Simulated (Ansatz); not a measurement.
Start from Al2Cu (space group I4/mcm, No. 140; a = 6.0594 Å, c = 4.8739 Å). Axes: x, y, z lie along a, b, c of the conventional cell.

Method: PBE (Ansatz, a quantum-chemistry and plane-wave program, PAW, scalar-relativistic without spin-orbit coupling), earlier PAW set.

For the base:

The volume per atom is 14.91 Å³. The pressure is 0.0 GPa.

It is then changed as follows: compressive biaxial strain of 4.16 % in the plane normal to [001], as in epitaxy on a mismatched substrate; the out-of-plane cell vector and the atoms relax.

Problem. Estimate the effect on the volume per atom.

Solution. The volume per atom falls by 0.60 Å³, from 14.91 Å³ to 14.31 Å³.

Problem. Estimate the effect on the pressure.

Solution. The pressure (mean of the normal stresses, compression positive) goes from zero to 5.2 GPa.

Without a gap, meshes like the base's 12×12×12 leave anisotropic stresses uncertain by several tenths of a GPa, and small strain energies with them. Stability against distortions was not tested. All final runs are without spin polarisation.
